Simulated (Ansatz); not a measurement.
One base run on Cs₂YAuI₆ (Fm-3m, 10 atoms in the cell) and variants with one or two settings moved

```
CELL_PARAMETERS angstrom
      0.00000     6.06562     6.06562
      6.06562     0.00000     6.06562
      6.06562     6.06562     0.00000
ATOMIC_POSITIONS crystal
  Cs 0.25000 0.25000 0.25000
  Cs 0.75000 0.75000 0.75000
  Au 0.50000 0.50000 0.50000
  Y  0.00000 0.00000 0.00000
  I  0.74910 0.25090 0.25090
  I  0.25090 0.74910 0.74910
  I  0.25090 0.74910 0.25090
  I  0.74910 0.25090 0.74910
  I  0.25090 0.25090 0.74910
  I  0.74910 0.74910 0.25090
```

Base run A: LDA (PW92), default PAW files made with PBE (Ansatz, an electronic-structure program), self-consistent single point.

Its settings: basis.ecutwfc = 420 eV; kpoints.mp_grid.grid = 3 3 3; hamiltonian.xc = lda; hamiltonian.pseudopotentials = {kind: paw} (the program's default PAW files); scf.occupations.method = gaussian; scf.occupations.width = 0.05 eV.

The starting cell was generated: these elements placed on a structure prototype, without a prior relaxation; it need not be a known phase or ordering of this composition. Its lattice was rescaled by a random factor within 2.5 % of one. Spin-orbit coupling is off. Ansatz's pressure includes its estimate of the finite-basis (Pulay) stress.

ΔF is the free energy per atom less that of run A. A dash stands where there is no value to compare (another energy zero or no entropy term, no result, no spin, no clean gap, or a mesh too coarse for one). Absolute energies have different zeros for different potentials, functionals, Hubbard and dispersion terms and are not compared across them.

Runs B sample the zone with one or two k-points, far too few for so small a cell.

```json
[
 {"run": "A", "change": "base", "ΔF (meV/atom)": "0.00", "pressure (GPa)": "-2.45", "largest force (eV/Å)": "0.012", "gap on the mesh (eV)": "1.065", "k-points": "4", "valence electrons": "150"},
 {"run": "B", "change": "kpoints.mp_grid.grid: 3 3 3 → 1 1 1", "ΔF (meV/atom)": "392.8", "pressure (GPa)": "0.29", "largest force (eV/Å)": "0.070", "gap on the mesh (eV)": "1.217", "k-points": "1", "valence electrons": "150"},
 {"run": "C", "change": "scf.convergence.dr2_threshold: default (1e-07 eV) → 1e-08 eV", "ΔF (meV/atom)": "0.00", "pressure (GPa)": "-2.45", "largest force (eV/Å)": "0.012", "gap on the mesh (eV)": "1.065", "k-points": "4", "valence electrons": "150"},
 {"run": "D", "change": "2 x 1 x 1 supercell, mesh divided and rounded up; kpoints.mp_grid.grid: 3 3 3 → 2 3 3", "ΔF (meV/atom)": "-0.52", "pressure (GPa)": "-2.46", "largest force (eV/Å)": "0.011", "gap on the mesh (eV)": "0.963", "k-points": "8", "valence electrons": "300"},
 {"run": "E", "change": "magnetization.noncollinear: default → true; magnetization.spin_orbit: default → true [LDA (PW92) with spin-orbit coupling]", "ΔF (meV/atom)": "–", "pressure (GPa)": "-2.44", "largest force (eV/Å)": "0.006", "gap on the mesh (eV)": "0.864", "k-points": "4", "valence electrons": "150"},
 {"run": "F", "change": "scf.mixing.algorithm: default (the program chose MSR1) → broyden; scf.mixing.beta: default → 0.5", "ΔF (meV/atom)": "0.00", "pressure (GPa)": "-2.45", "largest force (eV/Å)": "0.012", "gap on the mesh (eV)": "1.065", "k-points": "4", "valence electrons": "150"},
 {"run": "G", "change": "scf.mixing.preconditioner: default (the program chose Resta) → kerker; scf.mixing.q_tf: default → 1.5", "ΔF (meV/atom)": "0.00", "pressure (GPa)": "-2.45", "largest force (eV/Å)": "0.012", "gap on the mesh (eV)": "1.065", "k-points": "4", "valence electrons": "150"},
 {"run": "H", "change": "scf.mixing.algorithm: default (the program chose MSR1) → anderson", "ΔF (meV/atom)": "0.00", "pressure (GPa)": "-2.45", "largest force (eV/Å)": "0.012", "gap on the mesh (eV)": "1.065", "k-points": "4", "valence electrons": "150"}
]
```

Run E against A: The pressure hardly changes (-2.45 to -2.44 GPa), the largest force goes from 0.012 to 0.006 eV/Å and the gap on the mesh goes from 1.065 to 0.864 eV.

Run D against A: The free energy hardly moves (within 1 meV/atom), the pressure hardly changes (-2.45 to -2.46 GPa), the largest force moves little (0.012 to 0.011 eV/Å) and the gap on the mesh goes from 1.065 to 0.963 eV.

Keys are those of Ansatz 0.2.
